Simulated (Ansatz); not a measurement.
Candidates (primitive cells; geometry: relaxed with this functional, without spin-orbit coupling):
A. MgRh (Pm-3m), a = 3.0823 Å, b = 3.0823 Å, c = 3.0823 Å, α = 90.00°, β = 90.00°, γ = 90.00°
B. ScAs (Fm-3m), a = b = c = 3.8255 Å, α = β = γ = 60.00°
C. LiTi$_{2}$O$_{4}$ (Fd-3m), a = b = c = 5.905 Å, α = β = γ = 60.00°
D. VH2 (Fm-3m), a = b = c = 2.944 Å, α = β = γ = 60.00°

**Question.** Order them by electron-phonon coupling λ (highest first) at the level PBEsol, DFPT electron-phonon coupling, linearised Boltzmann equation (Ansatz, an electronic-structure program).

**Answer.** C (0.78), D (0.30), A (0.182), B (0.119)

Metals; harmonic phonons. Halving the electron mesh moves these values by up to 5 %; q meshes are mostly untested. Some of the runs warned that the eigensolver left states short of its tolerance. Spin-orbit coupling is left out.

Formula and space group known from diffraction (Crystallography Open Database), not checked to be the room-temperature form: LiTi2O4 (Fd-3m), MgRh (Pm-3m), ScAs (Fm-3m), VH2 (Fm-3m). Treated as nonmagnetic (a ferromagnetic start lost its moment, other orders weren't tried): VH2 (Fm-3m).
